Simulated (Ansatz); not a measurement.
Levels about the gap of amorphous Si$_{24}$O$_{49}$Be (74 atoms in a cell of 1105 Å³, 2.20 g/cm³; zone centre alone, so wide bands show as single levels with stretches between that a denser mesh fills), at the geometry that PBE relaxed, where it gives -0.3 GPa on a denser mesh. The participation number counts the atoms over which a state spreads; weights are charges in smoothed Voronoi cells. The levels come from a single point, so bond lengths are those of that geometry. Method of the levels: r2SCAN, scalar-relativistic without spin-orbit coupling (Ansatz, an electronic-structure program). Sampling: the zone centre alone; Fermi-Dirac width 0.02 eV; no spin polarisation.

Preparation: random packing, a CHGNet melt and quench, and a DFT relaxation. O atoms were pushed apart under 1.9 Å during the dynamics, to hinder bonds among them. The hot cell started wider than the set density and was brought back towards it in steps. It is the lowest in DFT energy of 2 quenches. It is a model cell: composition and starting density were chosen by hand, and all elements were melted together. No dispersion term was used. Its density started from a set value of 2.20 and ended at 2.20 g/cm³. The quench (nominally 400 K/ps over its main leg) was far faster than any real one, so the model tends to hold more defects than a real film. A cell of this size samples the disorder only roughly. The volume was held where the preparation left it, at a PBE pressure of -0.3 GPa (tension). Stress components on the final sampling reach 1.3 GPa.

```csv
"E - E(highest filled), eV",filling,participation number,largest on,weight O,weight Si,weight Be
-0.28,filled,25.3,"O, 2 neighbours",0.96,0.04,0.00
-0.21,filled,29.1,"O, 2 neighbours",0.96,0.04,0.00
-0.19,filled,17.7,"O, 2 neighbours",0.96,0.03,0.00
-0.15,filled,17.1,"O, 2 neighbours",0.96,0.03,0.00
-0.13,filled,33.9,"O, 2 neighbours",0.96,0.03,0.00
-0.08,filled,11.2,"O, 2 neighbours",0.96,0.03,0.01
0.00,filled,17.3,"O, 2 neighbours",0.97,0.03,0.00
5.90,empty,66.8,"Be, 2 neighbours",0.71,0.26,0.03
7.48,empty,21.5,"Si, 4 neighbours",0.62,0.36,0.01
7.60,empty,18.6,"Be, 2 neighbours",0.62,0.19,0.19
7.74,empty,37.2,"Si, 4 neighbours",0.66,0.30,0.04
7.86,empty,35.8,"O, 2 neighbours",0.68,0.29,0.03
7.95,empty,45.2,"O, 2 neighbours",0.71,0.28,0.01
8.06,empty,46.8,"O, 2 neighbours",0.72,0.28,0.00
```

Most localised among these is the filled level at -0.08 eV, on a O atom, which has 2 neighbours (Be 1.46 Å, Si 1.62 Å).
